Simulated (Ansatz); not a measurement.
TaNOF (model structure, started from the WNOF type, Pmmm, No. 47, 4 atoms in the cell): properties by level of theory

| level (code) | bulk modulus (GPa) | cohesive energy (eV/atom) |
|---|---|---|
| LDA (Ansatz) | 164 | 7.06 |
| PBE (Ansatz) | 143 | 6.04 |
| PBEsol (Ansatz) | 154 | 6.41 |
| r²SCAN (Ansatz) | 154 | 5.89 |

Caveats: the bulk modulus is −V dP/dV from two relaxed cells at ±2 % in volume (LDA, PBE, PBEsol, r²SCAN). Ansatz's density-functional and Hartree–Fock values are scalar-relativistic unless marked +SOC, with PAW data made under PBE.

Unless a cell is named, each level is at its own relaxed cell (LDA 15.21, PBE 16.03, PBEsol 15.59, r²SCAN 15.67 Å³/atom).

Free atoms are spin-polarised, in the lowest state found; at levels without +SOC their spin–orbit coupling is left out.

Computed values are for the static lattice.

A model structure was made by putting elements into a prototype or built by hand; it is no filed structure, need not be a known phase, and can be a saddle point held by its symmetry.

Ansatz is a first-principles code.
